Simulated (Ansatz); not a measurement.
The reference is MgS in the rock salt structure (space group Fm-3m, No. 225; a = 5.2031 Å).

Levels (all Ansatz, an electronic-structure program, PAW): r2SCAN (500 eV, scalar-relativistic without spin-orbit coupling); HSE06 (420 eV, no spin-orbit coupling).

The geometry is relaxed with r2SCAN.

| Property | Value |
|---|---|
| r2SCAN band gap | 3.46 eV |

Task: How does going to HSE06 change the band gap?

Result: The band gap increases by 0.34 eV to 3.80 eV.

Single points use the geometry relaxed with r2SCAN. HSE06 gaps are upper bounds (no full band path). Whether these cells are dynamically stable was not tested.
